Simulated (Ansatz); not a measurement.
Checking a run of Ansatz (an electronic-structure program) on MgCo2Ag2O4 (P3m1, 9 atoms in the cell). The aim is a self-consistent single point with DFT, r2SCAN+U, plane waves, default PAW files made with PBE.

Input as run:

Ansatz 0.2 input:
```yaml
crystal:
  lattice:
    - [3.08423000, 0.00000000, 0.00000000]
    - [-1.54211500, 2.67102200, 0.00000000]
    - [0.00000000, 0.00000000, 14.13082400]
  atoms:
    - { symbol: Mg, position: [0.33333300, 0.66666700, 0.62378000] }
    - { symbol: Co, position: [0.00000000, 0.00000000, 0.02182000], spin: 3.0 }
    - { symbol: Co, position: [0.00000000, 0.00000000, 0.44771000], spin: 3.0 }
    - { symbol: Ag, position: [0.66666700, 0.33333300, 0.79599000] }
    - { symbol: Ag, position: [0.33333300, 0.66666700, 0.24095000] }
    - { symbol: O, position: [0.66666700, 0.33333300, 0.56334000] }
    - { symbol: O, position: [0.33333300, 0.66666700, 0.39153000] }
    - { symbol: O, position: [0.66666700, 0.33333300, 0.95235000] }
    - { symbol: O, position: [0.33333300, 0.66666700, 0.09273000] }
basis:
  ecutwfc: 150.0
kpoints:
  mp_grid: { grid: [6, 6, 2] }
hamiltonian:
  xc: r2scan
  pseudopotentials: { kind: paw }
  hubbard: { sites: [{ species: Co, l: d, u_eff: 3.32 }] }
magnetization:
  spin_polarized: true
scf:
  occupations: { method: methfessel_paxton, width: 0.2 }
output:
  forces: true
  eigenvalues: true
  stress: true
```

The program printed (abridged):

```
   [... lines left out ...]
Magnetic group: BNS 156.49 (UNI 1279), of the structure as read, at distance tolerance 4.9e-5 Å
k-points: 14 of 72 (time reversal used)
PAW frozen core: Mg, regenerated for the run's functional
PAW frozen core: Co, regenerated for the run's functional
PAW frozen core: Ag, regenerated for the run's functional
PAW frozen core: O, regenerated for the run's functional
Initial density: superposition of atomic densities (chi_scale 0.1, normalization cell, long waves kept whole (reshape's long-wave potential 3.80 eV rms))
Starting moments: Σ|m| = 6 μB on 2 of 9 sites
Initial wavefunctions: pseudopotential atomic-orbital guess
Eigensolver: davidson
Functional: x = r2scan, c = r2scan; τ floored in thin density (d = 2e-4 eV/Å³)
SCF iter   1: F=—  HF=-29352.268150 eV  |F-HF|=—  |Δ(HF+E_count)|=         —  Δρ=3.85e-1 (↑3.85e-1 ↓3.16e-1)  dr2=1.39e3  dr2_τ=6.27e0  dr2_m=5.46e0  M=4.374 μB ∫|m|=5.590 μB  β_m=0.30  ethr=3.10e-3  ⟨swp⟩=8.5  Hψ=8068  notcnv=0
all-band conjugate gradients solve this SCF's bands
preconditioner: auto → Kerker (q_TF=auto, 2.686 Å⁻¹)
   [... lines left out ...]
SCF iter  50: F=—  HF=-29234.649221 eV  |F-HF|=—  |Δ(HF+E_count)|=   6.16e-8  S|Δr|=    0.00e0  Δρ=6.89e-6 (↑6.61e-6 ↓6.89e-6)  dr2=2.22e-7  dr2_τ=2.46e-9  dr2_m=6.17e-9  M=1.516 μB ∫|m|=3.870 μB  β_m=1.20  ethr=4.36e-10  ⟨swp⟩=1.3  Hψ=1754  [...]
SCF iter  51: F=-29234.649221 eV  HF=-29234.649221 eV  |F-HF|=3.72e-8  |Δ(HF+E_count)|=   3.10e-8  S|Δr|=    0.00e0  Δρ=4.75e-6 (↑4.75e-6 ↓4.43e-6)  dr2=7.80e-8  dr2_τ=1.05e-9  dr2_m=1.81e-9  M=1.516 μB ∫|m|=3.870 μB  ethr=9.43e-11  ⟨swp⟩=6.6  [...]
SCF 1 converged in 51 iterations: F = -29234.649221 eV  dr2 = 7.80e-8
Crystal: 9 atoms, lattice volume = 116.410 Å³
Initial density: read from a saved state, or passed on in memory by an earlier SCF of this step, an earlier step, the calling program or the single point that …
Starting moments: Σ|m| = 6 μB on 2 of 9 sites; this step starts from the density that it was given
SCF iter   1: F=—  HF=-29234.682737 eV  |F-HF|=—  |Δ(HF+E_count)|=         —  Δρ=9.78e-4 (↑9.78e-4 ↓4.76e-4)  dr2=5.39e-3  dr2_τ=3.58e-5  dr2_m=4.51e-4  M=1.566 μB ∫|m|=3.850 μB  ethr=9.43e-7  ⟨swp⟩=1.0  Hψ=10821  notcnv=0
   [... lines left out ...]
preconditioner: auto → Kerker (q_TF=auto, 2.686 Å⁻¹)
spin=Collinear: Kerker preconditioning applied to the charge; magnetization (m = ρ↑ − ρ↓) channel mixes plain (no charge-response kernel on spin).
Crystal: 9 atoms, lattice volume = 116.410 Å³
preconditioner: auto → Kerker (q_TF=auto, 2.686 Å⁻¹)
spin=Collinear: Kerker preconditioning applied to the charge; magnetization (m = ρ↑ − ρ↓) channel mixes plain (no charge-response kernel on spin).
Crystal: 9 atoms, lattice volume = 116.410 Å³
preconditioner: auto → Kerker (q_TF=auto, 2.686 Å⁻¹)
spin=Collinear: Kerker preconditioning applied to the charge; magnetization (m = ρ↑ − ρ↓) channel mixes plain (no charge-response kernel on spin).
Crystal: 9 atoms, lattice volume = 116.410 Å³
preconditioner: auto → Kerker (q_TF=auto, 2.686 Å⁻¹)
   [... lines left out ...]
--- Stress (GPa, compression-positive) ---
       14.703003       0.000000       0.000000
        0.000000      14.703003      -0.000000
        0.000000       0.000000      23.166747
  P = ⅓ Tr σ = 17.5243 GPa (175.243 kbar)
  The stress holds the Pulay correction. Without it, at fixed plane waves, as pw.x and ABINIT print it: P = -1858.2574 GPa
Occupation matrices written to occupation_matrices
```

Task: Is anything amiss in this input, and did it matter?

Result: The run is not sound. The fault is a basis or grid far too coarse for these potentials. The error of an incomplete plane-wave basis or grid does not cancel at such settings. To fix it, restore the cutoff that the potentials need and check convergence. The run converged, with 142 iterations in all over 8 SCF loops without an error; against the sound input the free energy goes up by 48.2 eV/atom, the pressure goes from -2.42 to 17.52 GPa, the largest force goes from 0.433 to 9.556 eV/Å and the size of the net moment goes from 0.77 to 0.17 μB/atom. At a fixed set of plane waves, without the program's Pulay estimate, the pressure is -1858.26 GPa against -2.55 GPa.

The sound input it was made from differs as follows (other fixes are possible):
```diff
-basis:
-  ecutwfc: 150.0
```

With that input, the run converged, with 56 iterations in all over 2 SCF loops: free energy E − TS (on the zero of these files) -29668.4639 eV; Fermi level (on the code's own zero) 10.48 eV; pressure -2.42 GPa; largest force (vector length) 0.433 eV/Å; size of the cell's spin moment 6.93 μB (DFT, r2SCAN+U, plane waves, default PAW files made with PBE).

On the sound input: the starting cell comes from a database of computed structures (which also holds hypothetical and non-ambient phases and stackings), without a prior relaxation at this level. Its lattice was rescaled by a random factor within 2.5 % of one. The magnetic order is the one reached from the typed start; others were not searched systematically. With U or open f shells several self-consistent states can exist. Ansatz's pressure includes its estimate of the finite-basis (Pulay) stress. Without a gap this mesh is coarse (it stands for a supercell whose shortest vector is 19 Å).

These are the values that this program gave, and no reference: magnets with a U can end in a higher state.
